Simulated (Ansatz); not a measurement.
Carrier properties of BN under load (space group I-4m2)

Input:

```
CELL_PARAMETERS angstrom
      0.00000     1.80722     1.78039
      1.80722     0.00000     1.78039
      1.80722     1.80722     0.00000
ATOMIC_POSITIONS crystal
  B  0.00000 0.00000 0.00000
  N  0.25000 0.25000 0.25000
```

All values below come from r2SCAN, rigid bands (plane waves, PAW, scalar-relativistic; Ansatz, a first-principles code). Condition of this run: uniaxial stress along [001] of 9 GPa (compression positive) (the target of the relaxation). Geometry: cell and atoms relaxed with PBEsol, then loaded as said.

- band gap: 4.74 eV
- electron conductivity mass (300 K, dilute): 0.30 (x), 0.30 (y), 0.86 (z) mₑ
- hole conductivity mass (300 K, dilute): 0.66 (x), 0.66 (y), 0.77 (z) mₑ
- effective density of states N_c (300 K): 6.9e18 cm⁻³
- effective density of states N_v (300 K): 1.4e19 cm⁻³
- density-of-states mass, electrons: 0.42 mₑ
- density-of-states mass, holes: 0.68 mₑ
- Seebeck coefficient, n-type 1e19 cm⁻³, 300 K: -193 μV/K
- best n-type power factor at 300 K for τ = 10 fs (best axis; densities from 1e16 to 1e21 cm⁻³ tried, whether or not they can be reached): 6.0 μW/(cm·K²) at 3e20 cm⁻³
- Seebeck coefficient, p-type 1e19 cm⁻³, 300 K: 290 μV/K

Rigid bands; masses and Seebeck coefficients take one relaxation time τ for all states and one kind of carrier; polarons and phonon drag are left out. Spin-orbit coupling is left out. Geometry: cell and atoms relaxed with PBEsol.
